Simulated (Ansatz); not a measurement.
A computed series for GaSb: response to strain

The parent structure is GaSb in the zinc blende structure (space group F-43m, No. 216; a = 6.132 Å). Axes: x, y, z lie along the cube axes.

Strains are applied to the cell and any free atomic positions relax; under biaxial strain the out-of-plane vector relaxes too.

Computed with r2SCAN in Ansatz (plane waves to 500 eV, PAW, without spin-orbit coupling).

Notes on the quantities. in-plane stress: mean in-plane stress (compression positive).

| change | out-of-plane strain | in-plane stress |
|---|---|---|
| biaxial strain +0.50 %, plane normal [001], relaxed out of plane | -0.42 % | -0.4 GPa |
| biaxial strain +1.00 %, plane normal [001], relaxed out of plane | -0.85 % | -0.9 GPa |
| biaxial strain +1.50 %, plane normal [001], relaxed out of plane | -1.28 % | -1.3 GPa |
| biaxial strain +2.00 %, plane normal [001], relaxed out of plane | -1.71 % | -1.7 GPa |
| biaxial strain +2.50 %, plane normal [001], relaxed out of plane | – | – |

Whether these cells are dynamically stable was not tested. The final runs are not spin-polarised.

Ansatz is a first-principles code.
